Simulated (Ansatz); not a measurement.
# GaSb under a change: isotropic strain −2.96 %

Start from GaSb in the zinc blende structure (space group F-43m, No. 216; a = 6.132 Å).

It is then changed as follows: the cell is scaled by 0.9704 in all directions; the atoms relax in the strained cell.

Method: Ansatz (an electronic-structure program) r2SCAN, no SOC. Γ-centred 13×13×13 mesh, Fermi–Dirac width 0.05 eV.

Volume per atom: 26.34 Å³ (base 28.83 Å³)
Space group: F-43m (No. 216) (base F-43m (No. 216))
Shortest interatomic distance: 2.577 Å (base 2.655 Å)
Energy relative to the base (free energy F): +42 meV/atom
Pressure: 5.95 GPa (base 0.01 GPa)
Band gap: 0.90 eV (base 0.41 eV)
Gap character: indirect, Γ → L (base direct at Γ)
Width of the top valence band: 3.65 eV (base 3.21 eV)
Electron mass: 1.7 mₑ along k, 0.093 mₑ across (at L) (base 0.023 mₑ (at Γ))
Hole mass (degenerate bands, along [100]): 0.053, 0.23, 0.23 mₑ (at Γ) (base 0.023, 0.26, 0.26 mₑ (at Γ))
Valley order (the lowest conduction-band minima on the path, energy above the VBM, named in the base's zone): L along ⟨111⟩ 0.90 eV; a point along ⟨100⟩, about 0.8 Å⁻¹ from Γ 0.97 eV; Γ 1.12 eV (base Γ 0.41 eV; L along ⟨111⟩ 0.68 eV; a point along ⟨100⟩, about 0.9 Å⁻¹ from Γ 1.10 eV)

Final structure:

```xyz
2
Lattice="0.0000 2.9755 2.9755 2.9755 0.0000 2.9755 2.9755 2.9755 0.0000" Properties=species:S:1:pos:R:3 pbc="T T T"
Sb     4.4632     4.4632     4.4632
Ga     0.0000     0.0000     0.0000
```

Spin-orbit coupling, missing from the scalar runs, can matter with Sb. Effective masses come from finite differences of ±0.01 Å⁻¹. Along k means along the line from Γ to the band edge. Stability against distortions was not tested.
